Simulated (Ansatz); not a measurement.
Ge_Si in alpha quartz (start: the Si site; 72-site cell, 2×2×2 Γ-centred sampling). Method: PBE, PAW (plane waves to 420 eV; Ansatz, a first-principles code). Total energies of the localised charge states, counted from that of charge 0, and their image corrections (point charge with alignment); the host's valence-band maximum lies at 1.990 eV on the cells' energy zero and its gap is 5.68 eV.

| charge | moment (μB) | E − E(first) (eV) | correction (eV) |
|---|---|---|---|
| 0 | not spin-polarised | 0.000 | 0.000 |
| −1 | 1.0 | 7.173 | 0.299 |

Problem. Derive the transition levels above the valence-band maximum and say which of them are thermodynamic.

Solution. A level is the Fermi energy at which two charges have equal formation energy: ε(q/q′) = [E(q′) + corr(q′) − E(q) − corr(q)] / (q − q′) − E_VBM.
ε(0/−1) = [(7.173 + 0.299) − (0.000 + 0.000)] / 1 − 1.990 = 5.48 eV
Thermodynamic levels at least 0.1 eV inside the gap: (0/−1) at 5.48 eV. They hold to tenths of an eV in this cell. Only the charges listed were compared. At charge +1 the carrier sat in host band states, shallow at most. Flagged in the runs: a doubtful potential alignment, a host whose relaxation on this sampling wasn't shown to rest, a strain field that reaches the edge of the cell.
